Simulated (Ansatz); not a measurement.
The reference is ZnS in the zinc blende structure (space group F-43m, No. 216; a = 5.297 Å).

Level of theory: Ansatz (a quantum-chemistry and plane-wave program) LDA, no SOC.

For the base:

Band gap: 2.13 eV
Shortest interatomic distance: 2.294 Å
Gap character: direct at Γ

Perturbation: cell and atoms relaxed at a pressure of 22.5 GPa.

What happens to the band gap, shortest interatomic distance and gap character?

The band gap increases by 0.458 eV, from 2.13 eV to 2.58 eV; the shortest interatomic distance decreases by 0.131 Å, from 2.294 Å to 2.163 Å; the gap character becomes indirect, Γ → X (base: direct at Γ).

Load acts through the strain it causes; cell and atoms are relaxed under it. Whether these cells are dynamically stable was not tested. Measured, ZnS leaves this structure (for rock salt) near 14.7 GPa (temperature not stated; as listed in Datta, Sujoy, Jana, Debnarayan, arXiv (2020)), on rising pressure, with hysteresis.
